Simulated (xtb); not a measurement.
xtb 6.7.1, GFN1-xTB: c1c[se]c(-c2c3ccccc3c(-c3scc4c3OCCO4)c3ccccc23)c1, 44 atoms. The geometry is a generated start, not checked to be a minimum at this level.

- run flags: --grad
- method: GFN1-xTB
- --acc: 1 (default)
- --etemp (K): 300 (default)
- basis functions: 156
- valence electrons: 136

One run each on 1 thread. Values of broydamp tried: 0.02, 0.05, 0.1, 0.2, 0.4 (default), 0.6, 0.8, 1.

How does the count of SCC iterations change with broydamp, and where is it least?

Fewest SCC iterations, within one of each other: 0.2 with 12, 0.4 (default) with 12, 0.6 with 13. The count rises to 20 at 0.02. All converge to one solution.

```csv
broydamp,SCC iterations,end
0.02,20,same solution
0.05,16,same solution
0.1,14,same solution
0.2,12,same solution
0.4 (default),12,same solution
0.6,13,same solution
0.8,14,same solution
1,16,same solution
```
